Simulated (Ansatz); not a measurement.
**Effect of pressure 1.5 GPa on MgS**

Consider MgS in the rock salt structure (space group Fm-3m, No. 225; a = 5.203 Å).

Modification: cell and atoms relaxed at a pressure of 1.5 GPa.

Computed with r2SCAN (Ansatz, a quantum-chemistry and plane-wave program, PAW, no spin-orbit coupling). Settings: 11×11×11 k-points, 0.05 eV Fermi–Dirac smearing.

Volume per atom: 17.29 Å³ (base 17.61 Å³)
Density: 2.71 g/cm³ (base 2.66 g/cm³)
Lattice parameter a: 5.172 Å (base 5.203 Å)
Shortest interatomic distance: 2.586 Å (base 2.602 Å)
Enthalpy H = E + PV relative to the base's energy: +0.16 eV/atom
Band gap: 3.50 eV (base 3.46 eV)
Gap character: indirect, Γ → X (base indirect, Γ → X)
Smallest direct gap: 4.80 eV (base 4.64 eV)
Mean gap deformation potential ΔEg/Δln V: -2.1 eV
Width of the top valence band: 2.40 eV (base 2.34 eV)
Electron mass: 0.56 mₑ along k, 0.31 mₑ across (at X) (base 0.53 mₑ along k, 0.31 mₑ across (at X))
Hole mass (degenerate bands, along [100]): 0.28, 0.92, 0.92 mₑ (at Γ) (base 0.28, 0.93, 0.93 mₑ (at Γ))
Valley order (the lowest conduction-band minima on the path, energy above the VBM, named in the base's zone): X along ⟨100⟩ 3.50 eV; Γ 4.80 eV (base X along ⟨100⟩ 3.46 eV; Γ 4.64 eV)

Cost of the whole job for the changed cell (relaxation, final SCF and bands): about 16 core-seconds (a rough figure).

Load acts through the strain it causes; cell and atoms are relaxed under it. Masses are band curvatures over ±0.01 Å⁻¹ around the edge. Along k means along the line from Γ to the band edge. Whether these cells are dynamically stable was not tested.
